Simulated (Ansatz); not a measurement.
# Effective masses and thermopower of ZnSe under load (space group F-43m)

Input:

```
CELL_PARAMETERS angstrom
      0.00000     2.86386     2.86386
      2.86386     0.00000     2.86386
      2.86386     2.86386     0.00000
ATOMIC_POSITIONS crystal
  Zn 0.00000 0.00000 0.00000
  Se 0.75000 0.75000 0.75000
```

Computed with r2SCAN with spin-orbit coupling, rigid bands (plane waves, PAW; Ansatz, an electronic-structure program). Condition of this run: hydrostatic pressure -2 GPa (the target of the relaxation). How the cell was made: cell and atoms relaxed with r2SCAN, then loaded as said.

```
Item                                                Value
--------------------------------------------  -----------
band gap                                          1.61 eV
electron conductivity mass (300 K, dilute)       0.128 mₑ
hole conductivity mass (300 K, dilute)            0.71 mₑ
effective density of states N_c (300 K)       1.1e18 cm⁻³
effective density of states N_v (300 K)       2.9e19 cm⁻³
density-of-states mass, electrons                0.123 mₑ
density-of-states mass, holes                     1.10 mₑ
Seebeck coefficient, n-type 1e19 cm⁻³, 300 K     -79 μV/K
Seebeck coefficient, p-type 1e19 cm⁻³, 300 K     308 μV/K
```

Rigid bands; masses and Seebeck coefficients take one relaxation time τ for all states and one kind of carrier; polarons and phonon drag are left out.
